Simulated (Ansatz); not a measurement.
**Cohesive energy of corundum Ga₂O₃ (metastable phase) at several levels of theory**

No measured value is used here.

```csv
level (code),value (eV/atom),cell (Å³/atom)
PBE (Ansatz),4.72,10.06
r²SCAN (Ansatz),4.91,9.64
HSE06 (Ansatz),4.62,9.63
```

Each level is taken at its own relaxed cell. Cutoffs and k meshes differ between the levels. Ansatz's density-functional and Hartree–Fock values are scalar-relativistic unless marked +SOC, with PAW data made under PBE.

Ansatz is a quantum-chemistry and plane-wave program.
